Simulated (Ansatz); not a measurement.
The parent structure is Ca3SbN in the anti-perovskite structure (space group Pm-3m, No. 221; a = 4.803 Å; a cell from a computed database, its experimental status unchecked).

One thing is altered: hydrostatic tension (pressure −1 GPa).

Levels (all Ansatz, a first-principles code, PAW): PBEsol (420 eV, no spin-orbit coupling); HSE06 (420 eV, no spin-orbit coupling).

The geometry is relaxed with PBEsol.

| Quantity | Result |
|---|---|
| PBEsol lowest conduction level above the VBM at special points | Γ 0.36 eV; X 1.42 eV; R 2.04 eV |

Problem. What does HSE06 give at this geometry for the lowest conduction level above the VBM at special points?

Solution. The lowest conduction level above the VBM at special points becomes Γ 1.10 eV; X 2.20 eV; R 2.93 eV (PBEsol: Γ 0.36 eV; X 1.42 eV; R 2.04 eV).

Single points use the geometry relaxed with PBEsol. The levels and masses belong to the bands next to the band gap. Load acts through the strain it causes; cell and atoms are relaxed under it. Stability against distortions was not tested.
